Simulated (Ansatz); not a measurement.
Consider the following.

```
BeS
1.0
    3.37827     0.00000     0.00000
    1.68914     2.92567     0.00000
    1.68914    -0.97522     2.80749
Be S
1 1
Direct
  0.99858   0.00071   0.00214
  0.50142   0.24929   0.74786
```

No spin polarisation.

Level of theory: PBEsol/PAW in Ansatz (an electronic-structure program), no SOC. k-mesh 12×12×12 (Γ-centred); smearing 0.05 eV (Fermi–Dirac).

Problem. Predict the band gap and in-plane stress.

Solution. 
* **Band gap**: 2.81 eV
* **Mean in-plane stress (compression positive)**: +3.0 GPa

The cells carry an imposed strain or load. Whether these cells are dynamically stable was not tested. The cell was made from BeS in the zinc blende structure (space group F-43m, No. 216) by this change: biaxial strain −1.25 %, plane normal [111], relaxed out of plane.
